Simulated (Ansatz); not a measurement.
**A computed series for MoTe2: response to strain**

The parent structure is MoTe2 (space group P6_3/mmc, No. 194; a = 3.4966 Å, c = 13.6959 Å; layered, stacked along the Cartesian z axis). Axes: x lies along a and z along c of the hexagonal cell.

Strains are applied to the cell and any free atomic positions relax; under biaxial strain the out-of-plane vector relaxes too.

Computed with PBE-D3(BJ), PAW, 420 eV (Ansatz, a program for electronic structure; scalar-relativistic without spin-orbit coupling).

Notes on the quantities. in-plane stress: mean in-plane stress (compression positive).

| variant | in-plane stress | band gap | out-of-plane strain |
|---|---|---|---|
| base | – | 0.60 eV | – |
| biaxial strain −3.00 %, plane normal [001], relaxed out of plane | +5.3 GPa | 0.44 eV | +1.41 % |
| biaxial strain −2.40 %, plane normal [001], relaxed out of plane | +4.1 GPa | 0.53 eV | +1.12 % |
| biaxial strain −1.80 %, plane normal [001], relaxed out of plane | +3.0 GPa | 0.59 eV | +0.84 % |
| biaxial strain −1.20 %, plane normal [001], relaxed out of plane | ? | 0.62 eV | ? |
| biaxial strain −0.60 %, plane normal [001], relaxed out of plane | +1.0 GPa | 0.63 eV | +0.28 % |

Problem. Fill in the withheld entries from the trend.

Solution. 
- biaxial strain −1.20 %, plane normal [001], relaxed out of plane, in-plane stress: +2.0 GPa
- biaxial strain −1.20 %, plane normal [001], relaxed out of plane, out-of-plane strain: +0.55 %

Spin-orbit coupling, missing from the scalar runs, can matter with Te. Whether these cells are dynamically stable was not tested. The program warned that a D3 coordination switch lies within reach, so dispersion energies are less smooth here.
